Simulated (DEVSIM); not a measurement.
System: Schottky contact on n-type Si, at 300 K.

```
layer (left to right)  material  thickness (μm)  Nd (cm⁻³)  τn (s)  τp (s)
---------------------  --------  --------------  ---------  ------  ------
1                            Si           0.760     7.7e16  2.6e-5  2.6e-5
```

Left contact: Schottky, work function 4.85 eV, emission velocity 6.5e6 cm/s. Right contact: ohmic. Voltage is applied to the left contact. Recombination: SRH at mid-gap, radiative, Auger. Gap narrowing is on: ΔEg = 6.92 meV × (l + √(l² + 0.5)), l = ln(N/1.3e17 cm⁻³), shared equally by both band edges. Mobility is constant in doping.

This is a model device: material constants are rounded textbook-type values typed into the input, and sizes, dopings and lifetimes were drawn at random. Values at 300 K; Nc and Nv go as T^1.5, mobilities as T to minus their exponent, the gap by Varshni's rule with the affinity fixed.

| parameter | Si |
|---|---|
| gap (eV) | 1.124 |
| affinity (eV) | 4.05 |
| permittivity | 11.7 |
| Nc (cm⁻³) | 2.86e19 |
| Nv (cm⁻³) | 3.1e19 |
| μn (cm²/Vs) | 1417 |
| μp (cm²/Vs) | 470 |
| T exponent of μn | 2.3 |
| T exponent of μp | 2.2 |
| B (cm³/s) | 4.7e-15 |
| Cn (cm⁶/s) | 2.8e-31 |
| Cp (cm⁶/s) | 9.9e-32 |
| Varshni α (eV/K) | 0.000473 |
| Varshni β (K) | 636 |

Simulated with DEVSIM: 1D drift-diffusion, Boltzmann statistics, complete ionisation; no tunnelling, impact ionisation, image-force lowering or self-heating. Metal contacts follow the ideal Schottky-Mott rule: no Fermi-level pinning, no interface dipoles.

The temperature was swept, all else fixed.

| temperature (K) | largest field in the device at zero bias (V/cm) | potential step across the device at zero bias (V) | dark forward voltage at 100 A/cm² (V) |
|---|---|---|---|
| 250 | 120000 | 0.677 | 0.535 |
| 300 | 120000 | 0.646 | 0.476 |
| 350 | 120000 | 0.613 | 0.416 |
| 400 | 110000 | 0.580 | 0.355 |
| 450 | 110000 | 0.546 | 0.294 |
| 500 | 110000 | 0.511 | [?] |

**Question.** Some entries are withheld; supply them.

**Answer.** 
- 500, dark forward voltage at 100 A/cm² (V): 0.231
